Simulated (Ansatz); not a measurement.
# What pressure 3 GPa does to Hf

Consider Hf in the hcp (Mg type) structure (space group P6_3/mmc, No. 194; a = 3.204 Å, c = 5.069 Å).

Perturbation: a hydrostatic pressure of 3 GPa.

Method: Ansatz (a quantum-chemistry and plane-wave program) PBE, scalar-relativistic without spin-orbit coupling. k-mesh 17×17×9 (Γ-centred); smearing 0.05 eV (Fermi–Dirac).

- Density = 13.51 g/cm³ (base 13.15 g/cm³)
- c/a ratio = 1.583 (base 1.582)
- Shortest interatomic distance = 3.111 Å (base 3.138 Å)
- Enthalpy H = E + PV relative to the base's energy = +0.42 eV/atom
- Band gap = zero (base zero)

Load acts through the strain it causes; cell and atoms are relaxed under it. Stability against distortions was not tested. All final runs are without spin polarisation.
